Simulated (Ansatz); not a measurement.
```yaml
crystal:
  lattice:
    - [4.80579, 0.00036, 0.00112]
    - [-2.40105, 4.16584, 6.60584]
    - [-2.40168, -4.16229, 6.60336]
  atoms:
    - { symbol: Nb, position: [0.83353, 0.33329, 0.83273] }
    - { symbol: Ta, position: [0.33211, 0.83243, 0.33362] }
    - { symbol: Nb, position: [0.75042, 0.25013, 0.25046] }
    - { symbol: Ta, position: [0.25056, 0.75083, 0.74985] }
    - { symbol: Ta, position: [0.66643, 0.66741, 0.16663] }
    - { symbol: Ta, position: [0.16701, 0.16585, 0.66674] }
    - { symbol: Si, position: [0.75059, 0.59054, 0.90921] }
    - { symbol: Si, position: [0.25054, 0.09135, 0.40836] }
    - { symbol: Si, position: [0.15481, 0.83721, 0.99637] }
    - { symbol: Si, position: [0.65497, 0.33729, 0.49579] }
    - { symbol: Si, position: [0.32310, 0.16241, 0.00435] }
    - { symbol: Si, position: [0.82184, 0.66285, 0.50423] }
    - { symbol: Si, position: [0.24945, 0.40939, 0.09034] }
    - { symbol: Si, position: [0.74938, 0.90874, 0.59100] }
    - { symbol: Si, position: [0.17799, 0.49534, 0.33785] }
    - { symbol: Si, position: [0.67876, 0.99689, 0.83659] }
    - { symbol: Si, position: [0.34412, 0.50322, 0.66333] }
    - { symbol: Si, position: [0.84438, 0.00482, 0.16256] }
```

The mixing enthalpy is taken against the end members in the CrSi2 (C40) type type (which need not be the stable form of TaSi2 and NbSi2), relaxed in the same cell and mesh.

These are PBE (plane waves to 420 eV, PAW; Ansatz, a quantum-chemistry and plane-wave program) values and carry that method's errors. Scalar-relativistic, without spin–orbit coupling; the runs are not spin-polarised. Its k-point mesh 7×5×5, Fermi–Dirac width 0.05 eV.

Q: Give the composition and order of this alloy cell, and its volume, bond lengths and mixing enthalpy.

A: A 18-atom cell of (Ta,Nb)Si2 started in the CrSi2 (C40) type structure, site fractions Ta 0.667, Nb 0.333, short-range order -0.12 in the first shell of the mixed sites (0 is random, a negative value favours unlike neighbours), space group P1 at the end.
```
Item                                                                                                   Result
----------------------------------------------------------  -------------------------------------------------
volume per atom                                                                                      14.69 Å³
Si–Ta bonds                                                      2.714 Å on average, from 2.617 to 2.845 (40)
Nb–Si bonds                                                      2.712 Å on average, from 2.614 to 2.840 (20)
mixing enthalpy per site of the mixed sublattice                                                       -3 meV
departure of the mean lattice parameter from Vegard's line  under 0.15 %, inside the noise of the relaxations
```
